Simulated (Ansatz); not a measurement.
The starting structures come from a database of crystals and need not be the phases stable at ambient conditions.

 Where the default PAW files enter, the runs use the earlier of Ansatz's two default sets.

Tunnelling through a barrier is set by its complex band structure: the current falls as exp(−2κd) with the smallest κ.

```yaml
crystal:
  lattice:
    - [4.70589, 0.00000, 0.00000]
    - [0.00000, 4.70589, 0.00000]
    - [0.00000, 0.00000, 6.62028]
  atoms:
    - { symbol: Mg, position: [0.50000, 0.50000, 0.50000] }
    - { symbol: Cd, position: [0.00000, 0.00000, 0.00000] }
    - { symbol: Te, position: [0.00000, 0.50000, 0.25545] }
    - { symbol: Te, position: [0.50000, 0.00000, 0.74455] }
```

Space group of this cell: P-4m2. The cell is strained (all lengths scaled by 1.02); by PBEsol its mean pressure is -2.7 GPa.

Transport runs along the normal of the first two printed cell vectors, the (001) plane of the conventional cell.

The gap is the functional's own. No spin-orbit coupling. Mid-gap values are interpolated on the energy grid.

**Question.** Give the band gap and the smallest decay constant κ at mid-gap that PBEsol run with Ansatz (an electronic-structure program) yields.

**Answer.** Gap 1.15 eV on a 6×6×6 mesh; κ = 0.094 1/Å, at the zone centre.
